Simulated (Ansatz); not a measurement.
Consider HgSe in the zinc blende structure (space group F-43m, No. 216; a = 6.063 Å). Axes: x, y, z lie along the cube axes.

All numbers come from LDA, PAW, 420 eV (Ansatz, a program for electronic structure; no SOC).

For the base:

| Property | Result |
|---|---|
| Pressure | 0.0 GPa |
| Volume per atom | 27.86 Å³ |

Perturbation: biaxial strain −1.67 %, plane normal [111], relaxed out of plane (Cartesian); in-plane vectors clamped, the third vector and the atoms free.

**Question.** Estimate the effect on the pressure.

**Answer.** The pressure (mean of the normal stresses, compression positive) goes from zero to 1.0 GPa.

**Question.** How does this affect the volume per atom?

**Answer.** The volume per atom shrinks by 0.48 Å³ (27.86 Å³ → 27.38 Å³).

A case with no gap was solved on a k-mesh chosen for an insulator, which is coarse for it. No phonon test of stability was made. All final runs are without spin polarisation.
